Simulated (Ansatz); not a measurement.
We consider ScAl3N4 (model structure, P-6m2, No. 187, 8 atoms in the cell), described by r²SCAN (Ansatz, a program for electronic structure, plane waves, PAW).

Run with plane-wave cutoff 560 eV, 12×12×4 k mesh (along the axes of the cell as run), Fermi–Dirac smearing 0.01 eV, scalar-relativistic PAW data made under PBE.

Cell (relaxed with PBEsol):

Al3ScN4 is modelled in the hexagonal space group P-6m2 (No. 187), Pearson symbol hP8. Conventional cell: a = b = 3.436 Å, c = 8.365 Å, α = β = 90.00°, γ = 120.00°. Al1 on 2g sees 4 N at 1.984–2.012 Å and 1 N at 2.171 Å (trigonal bipyramidal). Al2 on 1c is coordinated by 5 N at 1.984–1.989 Å (trigonal bipyramidal). N1 on 1a sees 5 Al at 1.984–2.012 Å (trigonal bipyramidal). N2 on 2h is coordinated by 4 Al at 1.984–1.989 Å and 1 Sc at 2.194 Å (trigonal bipyramidal). Sc on 1d has 3 N at 1.984 Å and 2 N at 2.194 Å (trigonal bipyramidal). N3 on 1b is surrounded by 3 Sc at 1.984 Å and 2 Al at 2.171 Å (trigonal bipyramidal). (Neighbours: up to the widest gap in distance over summed covalent radii, below 1.35, at either atom; cation-cation and far metal-metal contacts left out.)

Problem. What does this level give for the band gap and smallest direct gap on the k points sampled?

Solution. 
band gap: 3.03 eV (indirect)
smallest direct gap on the k points sampled: 3.42 eV

Note: the relaxation could raise the start's symmetry but not lower it, so the cell can be a saddle point; cell and atoms aren't relaxed at this level (largest force component 0.13 eV/Å, pressure 0.2 GPa).

Static lattice: no zero-point or thermal effects.

A model structure was made by putting elements into a prototype or built by hand; it is no filed structure, need not be a known phase, and can be a saddle point held by its symmetry.
